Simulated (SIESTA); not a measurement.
Band structure of In3Ge (P6_3/mmc, 8 atoms in the cell).

```xyz
8
Lattice="6.5654 0.0000 0.0000 -3.2827 5.6858 0.0000 0.0000 0.0000 5.2158" Properties=species:S:1:pos:R:3 pbc="T T T"
In     1.6877     0.9744     3.9118
In     1.5950     4.7114     1.3039
In     0.0000     1.9488     1.3039
In     3.2827     3.7371     3.9118
In     4.8777     0.9744     3.9118
In    -1.5950     4.7114     1.3039
Ge     3.2827     1.8953     1.3039
Ge     0.0000     3.7905     3.9118
```

Computed with SIESTA with GGA PBEsol, numerical atomic orbitals TZP, PseudoDojo PBEsol standard norm-conserving potentials (rewritten from UPF to PSML).

Settings: XC.functional = GGA; XC.authors = PBEsol; potentials = PseudoDojo PBEsol standard; PAO.BasisSize = TZP; PAO.EnergyShift = 0.01 Ry; MeshCutoff = 350 Ry; kgrid.MonkhorstPack = 3 3 4; OccupationFunction = MP; OccupationMPOrder = 0; ElectronicTemperature = 200 meV; MaxSCFIterations = 150; SCF.Mixer.Method = Pulay; SCF.Mixer.Weight = 0.2; SCF.Mixer.History = 6.

The starting cell comes from a database of computed structures (which also holds hypothetical and non-ambient phases and stackings), without a prior relaxation at this level. Its lattice was rescaled by a random factor within 2.5 % of one. Values carry the incompleteness of an atom-centred basis.

Levels in eV from the Fermi level, bands 50 to 55:
```json
[
 {"point": "Γ", "50": "-1.80", "51": "-0.63", "52": "-0.15", "53": "-0.15", "54": "0.26", "55": "0.39"},
 {"point": "M", "50": "-1.86", "51": "-0.99", "52": "-0.93", "53": "-0.75", "54": "-0.67", "55": "-0.32"},
 {"point": "K", "50": "-2.36", "51": "-2.36", "52": "-1.57", "53": "0.25", "54": "0.70", "55": "0.70"},
 {"point": "A", "50": "-3.31", "51": "-3.31", "52": "-3.31", "53": "-3.14", "54": "-3.14", "55": "2.85"},
 {"point": "L", "50": "-1.08", "51": "-0.47", "52": "-0.47", "53": "0.25", "54": "0.25", "55": "1.08"},
 {"point": "H", "50": "-2.11", "51": "-0.99", "52": "-0.99", "53": "1.84", "54": "1.84", "55": "1.96"}
]
```

Bands cross the Fermi level along this path, so the cell is metallic at this level.

Higher empty bands are left out: an atom-centred basis made for the valence describes them poorly.
